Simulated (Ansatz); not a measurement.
```
CELL_PARAMETERS angstrom
      5.47003    -0.00023     0.00781
      0.00023     5.46790    -0.16696
     -0.63215     0.60075    31.73415
ATOMIC_POSITIONS crystal
  Si 0.95357 0.89964 0.06349
  Si 0.46512 0.40981 0.06120
  Si 0.11117 0.23756 0.02524
  Si 0.80207 0.56172 0.02101
  Si 0.46928 0.91059 0.15113
  Si 0.97075 0.40985 0.14600
  Si 0.70064 0.14875 0.10562
  Si 0.22798 0.66848 0.10533
  Si 0.97845 0.91783 0.23480
  Si 0.48114 0.41635 0.23454
  Si 0.21960 0.16819 0.19170
  Si 0.73108 0.65967 0.19144
  Si 0.48603 0.92085 0.32148
  Si 0.99262 0.42509 0.32013
  Si 0.73219 0.16805 0.27832
  Si 0.23689 0.67237 0.27717
  Si 0.98868 0.93792 0.40659
  Si 0.50830 0.42241 0.40736
  Si 0.24314 0.17957 0.36411
  Si 0.74619 0.67364 0.36357
  Si 0.44358 0.90741 0.50015
  Si 0.05522 0.39007 0.48805
  Si 0.73190 0.15762 0.45458
  Si 0.24621 0.67955 0.44530
  Hf 0.69615 0.40577 0.64066
  Hf 0.37000 0.32128 0.55285
  Hf 0.85283 0.88173 0.55648
  Hf 0.20278 0.81724 0.63961
  O  0.84629 0.70809 0.61044
  O  0.17794 0.02664 0.58381
  O  0.69418 0.20214 0.58400
  O  0.35788 0.52443 0.60947
  O  0.93306 0.12821 0.66703
  O  0.05250 0.55866 0.53500
  O  0.56907 0.65494 0.52850
  O  0.43492 0.10378 0.66589
  Hf 0.57073 0.41754 0.79552
  Hf 0.21576 0.31985 0.70959
  Hf 0.71837 0.91423 0.70973
  Hf 0.07157 0.82779 0.79600
  O  0.73334 0.70458 0.76377
  O  0.05673 0.03337 0.74163
  O  0.55463 0.20367 0.74124
  O  0.23187 0.53573 0.76350
  O  0.80035 0.13552 0.82119
  O  0.98594 0.60311 0.68237
  O  0.48499 0.62983 0.68349
  O  0.30197 0.11384 0.82282
  Hf 0.45842 0.39833 0.95022
  Hf 0.09443 0.34531 0.86780
  Hf 0.59153 0.91967 0.86375
  Hf 0.90814 0.87841 0.95126
  O  0.61295 0.70873 0.91923
  O  0.93446 0.04626 0.89474
  O  0.43879 0.21749 0.89532
  O  0.12262 0.54890 0.92415
  O  0.68423 0.13516 0.97056
  O  0.85595 0.61553 0.83917
  O  0.35474 0.63764 0.83850
  O  0.18576 0.13453 0.97631
```

The first 24 atoms are the substrate (Si), the rest the film (HfO2-m).

Methods: PBE (plane waves to 420 eV, PAW; Ansatz, a quantum-chemistry and plane-wave program); HSE06 (plane waves to 420 eV, PAW; Ansatz). Geometries and values that name no level are of the first. Scalar-relativistic, without spin–orbit coupling; PBE gaps are too small against experiment. Its k-point mesh 4×4×1, Fermi–Dirac width 0.05 eV. HSE06 ran on meshes of its own (6×6×6); its edges and gaps are taken over the mesh and over extra points off it, mostly where PBE has its edges.

Describe the bonding at the interfaces and give the band alignment.

A periodic stack without vacuum, monoclinic HfO2 (1 0 0) on silicon (0 0 1) (film strained to the substrate, faces as cut): substrate slab Si24, film Hf12O24, surface cells [[0, -1], [2, 1]] and [[0, 1], [-1, 0]], film strained by +2.2 and +5.0 %, faces Si/Si and O/O as cut (like faces can put a slab off its formula).
| Quantity | Result |
|---|---|
| interface area | 29.9 Å² |
| period | 31.74 Å |
| gaps between the outermost planes at the two interfaces | 0.90 and 1.42 Å |
| Hf–Si contacts across the interfaces within 1.22 times the sum of covalent radii | 7, mean 2.96 Å |
| O–Si contacts across the interfaces within 1.22 times the sum of covalent radii | 3, mean 1.74 Å |
| Fermi level over the substrate's valence edge (PBE) | +0.16 eV |
| valence offset, film less substrate (PBE, at the middle of a substrate layer that carries a field) | -2.69 eV |
| conduction offset (PBE, at the middle of a substrate layer that carries a field) | +0.66 eV |
| spin-polarised check at this geometry | falls back to no moment |
| slope of the mean potential energy in the substrate | +1.2 MV/cm × e |
| levels of the stack inside the substrate's PBE gap at the listed points (of the film's bands or of the interfaces) | 1 |
